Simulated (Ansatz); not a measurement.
Response to strain in hypothetical P6/mmm Rb3As

The parent structure is Rb$_{3}$As (space group P6/mmm, No. 191; a = 6.186 Å, c = 6.768 Å; a hypothetical phase, not in the database extracts checked). Axes: x lies along a and z along c of the hexagonal cell.

Strains are applied to the cell and any free atomic positions relax; under stress the whole cell relaxes.

Level of theory: PBEsol (Ansatz, a program for electronic structure), scalar-relativistic without spin-orbit coupling.

Notes on the quantities. energy relative to the base: free energy F; pressure: mean of the normal stresses, compression positive.

```tsv
case	energy relative to the base	pressure	volume per atom
base	0 meV/atom	0.0 GPa	56.07 Å³
isotropic strain −5.93 %	+63 meV/atom	2.5 GPa	46.68 Å³
isotropic strain −5.37 %	+51 meV/atom	2.2 GPa	47.52 Å³
isotropic strain −2.53 %	+10 meV/atom	0.8 GPa	51.93 Å³
isotropic strain −1.14 %	+2.0 meV/atom	0.3 GPa	54.18 Å³
isotropic strain +2.07 %	+5.9 meV/atom	-0.5 GPa	59.63 Å³
uniaxial strain ε_xx = +2.58 %	+2.1 meV/atom	-0.2 GPa	57.52 Å³
uniaxial stress, 5 GPa compression along z	+98 meV/atom	–	50.00 Å³
tensor shear ε_yz = +0.68 %	+0.1 meV/atom	0.0 GPa	56.07 Å³
tensor shear ε_xz = +1.28 %	+0.2 meV/atom	0.0 GPa	56.07 Å³
```

Beyond what the load breaks, stability against distortions was not tested. The final runs are not spin-polarised.
